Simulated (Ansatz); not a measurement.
Base system: CdTe in the zinc blende structure (space group F-43m, No. 216; a = 6.4892 Å).

The change: full substitution Te → Se, then cell and atoms are relaxed.

Levels (all Ansatz, an electronic-structure program, PAW): PBEsol (420 eV, scalar-relativistic without spin-orbit coupling); HSE06 (420 eV, spin-orbit coupling left out).

The geometry is relaxed with PBEsol.

| Quantity | Value |
|---|---|
| PBEsol lowest conduction level above the VBM at special points | Γ 0.48 eV; L 2.29 eV; X 3.01 eV |

Problem. How does going to HSE06 change the lowest conduction level above the VBM at special points?

Solution. The lowest conduction level above the VBM at special points goes from Γ 0.48 eV; L 2.29 eV; X 3.01 eV to Γ 1.55 eV; L 3.38 eV; X 3.95 eV.

Single points use the geometry relaxed with PBEsol. The levels and masses belong to the bands next to the band gap. Whether these cells are dynamically stable was not tested.
